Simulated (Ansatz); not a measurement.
TiC, pressure series

Base system: TiC in the rock salt structure (space group Fm-3m, No. 225; a = 4.333 Å).

Cell and atoms are relaxed at each pressure.

Level of theory: PBE (Ansatz, an electronic-structure program), spin-orbit coupling left out.

Notes on the quantities. enthalpy: H = E + PV relative to the base's energy.

| change | density | enthalpy |
|---|---|---|
| base | 4.89 g/cm³ | – |
| pressure −2 GPa | 4.85 g/cm³ | -0.13 eV/atom |
| pressure −1 GPa | 4.87 g/cm³ | -0.06 eV/atom |
| pressure 0.3 GPa | 4.89 g/cm³ | +0.02 eV/atom |
| pressure 0.7 GPa | 4.90 g/cm³ | +0.04 eV/atom |
| pressure 1.5 GPa | 4.92 g/cm³ | +0.09 eV/atom |
| pressure 3 GPa | 4.95 g/cm³ | +0.19 eV/atom |
| pressure 5 GPa | 4.98 g/cm³ | +0.31 eV/atom |
| pressure 7.5 GPa | 5.03 g/cm³ | +0.47 eV/atom |
| pressure 10 GPa | 5.07 g/cm³ | +0.62 eV/atom |

Load acts through the strain it causes; cell and atoms are relaxed under it. Stability against distortions was not tested. No other phases were tried under pressure. The base started in Pnma and relaxed to Fm-3m at this level. All final runs are without spin polarisation.
